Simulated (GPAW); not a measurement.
## Pressure against volume in rock-salt PbSe (space group 225) (GPAW, LDA)

```
CELL_PARAMETERS angstrom
      0.00000     2.94099     2.94099
      2.94099     0.00000     2.94099
      2.94099     2.94099     0.00000
ATOMIC_POSITIONS crystal
  Pb 0.00000 0.00000 0.00000
  Se 0.50000 0.50000 0.50000
```

Method of the run: LDA (Perdew-Wang 92), GPAW PAW datasets LDA (gpaw-data 1.0.1) (plane waves; GPAW 25.7.0). Settings: mode = pw; ecut = 585 eV; xc = LDA; kpts = 9 9 9; mesh shift (steps) = 0 0 0; occupations.name = fermi-dirac; occupations.width = 0.01 eV; nbands = -6; convergence.density = 1e-05 e/electron; convergence.bands = -4; symmetry.symmorphic = false; symmetry.tolerance = 0.0005; maxiter = 100. The cell above is the first row's. The rows scale it uniformly. In all rows fractional positions and the k mesh are held.

| V (Å^3/atom) | P (GPa) |
|---|---|
| 25.438 | 5.21 |
| 25.991 | 3.56 |
| 26.544 | 2.08 |
| 27.097 | 0.76 |
| 27.650 | -0.44 |
| 28.203 | -1.51 |
| 28.756 | -2.47 |
| 29.309 | -3.32 |
| 29.862 | ? |

**Question.** Using a cubic, estimate the missing P at V = 29.862 from the other rows, showing the fit.

**Answer.** With u = V - 27.4, the rows have u = -1.9620, -1.4090, -0.8560, -0.3030, 0.2500, 0.8030, 1.3560, 1.9090. Least squares gives P = 0.083 - 2.1458·u + 0.2133·u² - 0.01239·u³. Residuals (row less fit): 0.002, -0.005, -0.004, 0.007, 0.000, -0.001, -0.005, 0.002; standard error 0.005 (degrees of freedom: 4). The fitted pressure is zero at V0 = 27.44, where dP/dV = -2.129, so B0 = -V0·dP/dV = 58.4 GPa. At the withheld row, u = 2.4620, so P = 0.083 - 2.1458 × 2.4620 + 0.2133 × 2.4620² - 0.01239 × 2.4620³ = -4.092 GPa. The calculation gives -4.10 GPa, 0.008 GPa below the prediction (0.1 % of the range of P in the table). The row lies outside the fitted rows, so this is an extrapolation. From the scatter of the fitted rows alone, a prediction at this place has a standard error of 0.014 GPa, so the miss is 0.6 times that.

Carrying the step between the two nearest rows on in a straight line would have given -4.17, off by 0.07; series whose last step already gives the withheld value aren't shown. The scan was laid around a cell of about the measured size, scaled by a guess for this functional. The runs keep the symmetry of the cell, so they don't test it for distortions. Spin-orbit coupling is off. Cutoffs and mesh are single choices, not tested for convergence of this quantity. Series with a scatter that would blur these digits, or in which a gap closes, are not shown.
